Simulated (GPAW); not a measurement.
Band structure of ZrTi₂ (P6/mmm, 3 atoms in the cell).

```yaml
crystal:
  lattice:
    - [4.72441, 0.00000, 0.00000]
    - [-2.36220, 4.09146, 0.00000]
    - [0.00000, 0.00000, 3.00345]
  atoms:
    - { symbol: Zr, position: [0.00000, 0.00000, 0.00000] }
    - { symbol: Ti, position: [0.66667, 0.33333, 0.50000] }
    - { symbol: Ti, position: [0.33333, 0.66667, 0.50000] }
```

Method of the run: LDA (Perdew-Wang 92), GPAW PAW datasets LDA (gpaw-data 1.0.1) (plane waves; GPAW).

Settings: mode = pw; ecut = 850 eV; xc = LDA; kpts = 8 8 11; mesh shift (steps) = 0 0 0; occupations.name = fermi-dirac; occupations.width = 0.1 eV; nbands = -9; convergence.density = 1e-05 e/electron; symmetry.symmorphic = false; symmetry.tolerance = 0.0005; maxiter = 100; bandpath_npoints = 40.

The starting cell comes from a database of computed structures (which also holds hypothetical and non-ambient phases and stackings), without a prior relaxation at this level. Spin polarisation is off.

Levels in eV from the Fermi level, bands 15 to 22:
```tsv
point	15	16	17	18	19	20	21	22
Γ	-0.93	-0.93	-0.27	-0.27	-0.04	0.87	1.36	1.36
M	-2.77	-0.42	-0.38	-0.31	0.09	0.65	0.78	1.39
K	-3.09	-0.21	-0.21	-0.21	0.11	0.58	0.58	1.21
A	-2.04	-2.00	-2.00	-1.95	0.99	0.99	1.16	1.16
L	-1.47	-1.33	-0.54	-0.52	0.43	0.88	0.90	1.00
H	-1.94	-0.87	-0.87	-0.72	0.46	0.46	0.95	0.95
```

Bands cross the Fermi level along this path, so the cell is metallic at this level.
